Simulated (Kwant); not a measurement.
Device: wire with a row of barriers in a CdTe two-dimensional gas. Effective mass 0.096 mₑ, grid spacing 4 nm, hard walls, nominal width 80 nm (19 grid rows, so walls 80 nm apart), one parabolic valley, scattering region 400 nm long along x; energies count from the band bottom; Fermi energy swept from 0.00048962 to 0.0058143 eV. 2 barrier(s) across the wire, height 0.059 eV, thickness 12 nm (about 3 grid columns), spaced by 24 nm.

Constants are typed, rounded textbook-type inputs, not results; the design itself was drawn at random and stands for no fabricated device.

Kwant, effective-mass tight-binding model on a square grid, one spin, coherent transport at 0 K. Conductance is in e²/h.

How many channels do the leads carry at E = 3.14, 3.87 meV?

The hard-wall thresholds are n² ħ²π²/(2mW²) = n² × 0.612 meV with W = 80 nm. √(3.14/0.612) = 2.26, so 2. √(3.87/0.612) = 2.52, so 2.
